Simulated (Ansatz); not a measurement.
A periodic model of amorphous silicon carbide (Si₂₄C₄₀):

```
CELL_PARAMETERS angstrom
      8.84117     0.00000     0.00000
      0.00000     8.84117     0.00000
      0.00000     0.00000     8.84117
ATOMIC_POSITIONS crystal
  Si 0.40103 0.57202 0.21693
  Si 0.96582 0.63300 0.65101
  Si 0.80272 0.74022 0.14525
  Si 0.04736 0.02866 0.50005
  Si 0.62617 0.34390 0.02489
  Si 0.45809 0.00315 0.93638
  Si 0.77649 0.99338 0.90810
  Si 0.69667 0.09903 0.53137
  Si 0.18593 0.76137 0.72993
  Si 0.31893 0.44115 0.54667
  Si 0.67789 0.03180 0.20388
  Si 0.70298 0.73753 0.44142
  Si 0.11118 0.63589 0.04756
  Si 0.80175 0.63890 0.87466
  Si 0.46254 0.57936 0.88709
  Si 0.04217 0.55149 0.34640
  Si 0.88582 0.28770 0.71419
  Si 0.94001 0.29206 0.97925
  Si 0.14764 0.98768 0.03152
  Si 0.32000 0.84756 0.29220
  Si 0.26842 0.30200 0.07816
  Si 0.82925 0.44522 0.19832
  Si 0.17249 0.40027 0.78977
  Si 0.44679 0.25969 0.36774
  C  0.63388 0.81898 0.25623
  C  0.52804 0.15658 0.64278
  C  0.22813 0.95451 0.59396
  C  0.43148 0.43582 0.05821
  C  0.45922 0.48028 0.39486
  C  0.93614 0.18997 0.29796
  C  0.80146 0.27413 0.32065
  C  0.24480 0.18815 0.26971
  C  0.49522 0.91300 0.59921
  C  0.88307 0.09429 0.62217
  C  0.65559 0.47740 0.85717
  C  0.02810 0.41924 0.62994
  C  0.16459 0.79861 0.93471
  C  0.66646 0.89328 0.58573
  C  0.92871 0.88953 0.24816
  C  0.94953 0.07741 0.02828
  C  0.36771 0.88665 0.50583
  C  0.66053 0.47420 0.58385
  C  0.90178 0.04747 0.19637
  C  0.62292 0.11732 0.01317
  C  0.92003 0.70187 0.45224
  C  0.31261 0.56149 0.72846
  C  0.78594 0.96606 0.70335
  C  0.11564 0.42382 0.98927
  C  0.65204 0.18754 0.34539
  C  0.09442 0.22259 0.37600
  C  0.60080 0.54566 0.46833
  C  0.19899 0.65277 0.24269
  C  0.24286 0.02236 0.21678
  C  0.69621 0.79873 0.96463
  C  0.49169 0.76165 0.17700
  C  0.96405 0.85856 0.39473
  C  0.70528 0.40901 0.71045
  C  0.11243 0.38670 0.47247
  C  0.45474 0.02616 0.72178
  C  0.23773 0.18867 0.79703
  C  0.39323 0.22363 0.58235
  C  0.30114 0.09595 0.67221
  C  0.51860 0.78573 0.99491
  C  0.28454 0.13960 0.94177
```

Level of theory: PBE, scalar-relativistic without spin-orbit coupling (plane waves to 420 eV, PAW; Ansatz, a quantum-chemistry and plane-wave program). Neutral PBE cell, which sets geometry, pressure and energy: sampling: a 2×2×2 Γ-centred mesh; Fermi-Dirac width 0.05 eV; no spin polarisation.

A CHGNet melt-quench gave the starting glass, which DFT then relaxed. The hot cell started wider than the set density and was brought back towards it in steps. It is the lowest in DFT energy of 2 quenches. It is a model cell: composition and starting density were chosen by hand, and all elements were melted together. No dispersion term was used. A short ab initio anneal came between quench and relaxation. Its density started from a set value of 2.77 and ended at 2.77 g/cm³. Cooling (nominally 430 K/ps over its main leg) ran many orders faster than in experiment, which tends to leave more defects and strain. One small periodic cell is one sample of the glass; other quenches scatter about these values. The volume was held where the preparation left it.

Question: Give the pressure, the energy against reference phases and the spacing of the highest filled and lowest empty levels.

Answer: 
* **Pressure on a 2×2×2 Γ-centred mesh**: -4.65 GPa
* **Largest force and stress component on that mesh (the relaxation ran on one k-point at (1/4, 1/4, 1/4))**: 0.27 eV/Å and 13.9 GPa
* **Energy relative to 6H silicon carbide + graphite (lowest mix at this level among the phases computed, not always the ambient ones)**: 0.705 eV/atom
* **Gap on a 2×2×2 Γ-centred mesh (PBE)**: within the smearing (under twice its width)

Question: At PBE and the zone centre, how localised are the states just below and above the Fermi level (participation number: the atoms over which a state spreads)?

Answer: The highest filled state is spread over 13.9 atoms' worth, largest on C47, with weights by element (charge in smoothed Voronoi cells) C 0.79, Si 0.21. The lowest empty state is spread over 27.1 atoms' worth, largest on C26, with weights by element (charge in smoothed Voronoi cells) C 0.55, Si 0.45.

The levels at the Fermi energy are partly filled. A closed spacing in one fast-quenched cell at PBE doesn't show the material to be a metal.

Cut-offs for bonds: Si-Si 2.66 Å, Si-C 2.26 Å, C-C 1.83 Å.

A PBE run started with 1 μB on atoms that lack a bond or may hold spare charge lost its moments; other starts weren't tried.
